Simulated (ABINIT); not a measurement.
# Converging the k-point mesh: Cu (Fm-3m, 1 atom in the cell)

```yaml
crystal:
  lattice:
    - [0.00000, 1.81042, 1.81042]
    - [1.81042, 0.00000, 1.81042]
    - [1.81042, 1.81042, 0.00000]
  atoms:
    - { symbol: Cu, position: [0.00000, 0.00000, 0.00000] }
```

Computed with PBE, PAW (JTH v2.0 PBE PAW) (plane waves; ABINIT).

Base settings: pseudos = [Cu.GGA_PBE-JTH.xml]; ecut = 816 eV; pawecutdg = 1633 eV; pawxcdev = 0; ixc = 11; occopt = 7; tsmear = 0.1 eV; ngkpt = 8 8 8; nshiftk = 1; shiftk = 0 0 0.

Only quantities that move along the ladder and can be compared are tabulated.

The count of work is k-points × plane waves × bands × iterations; it is no time. Core times come from one kind of shared machine, to one figure; runs under 30 s give none.

The starting cell has typed, rounded lattice constants, without a prior relaxation at this level. Its lattice was rescaled by up to half a per cent. Spin polarisation is off.

```tsv
ngkpt	free energy less the last step's (meV/atom)	pressure (GPa)	count of work / last	core time / last (rough)
3 3 3	-345.96	-3.59	0.0069	–
4 4 4	162.28	2.08	0.015	–
5 5 5	-99.33	-0.31	0.017	–
7 7 7	-40.47	0.20	0.035	–
8 8 8	30.38	1.23	0.063	–
10 10 10	12.81	0.48	0.090	–
12 12 12	2.53	0.28	0.16	0.2
15 15 15	0.00	0.18	0.24	0.3
18 18 18	-1.14	0.49	0.38	0.4
20 20 20	-1.75	0.39	0.47	0.5
25 25 25	0.00	0.35	1.0	1
```

Coarsest ngkpt that holds the pressure within 1 GPa of the last step, with all finer ones: 5 5 5, at 0.017 of the last step's count of work; the step before is off by 1.7 GPa.

Coarsest ngkpt that holds the free energy within 5 meV/atom of the last step, with all finer ones: 12 12 12, at 0.16 of the last step's count of work and about 0.2 of the last step's time; the step before is off by 13 meV/atom.
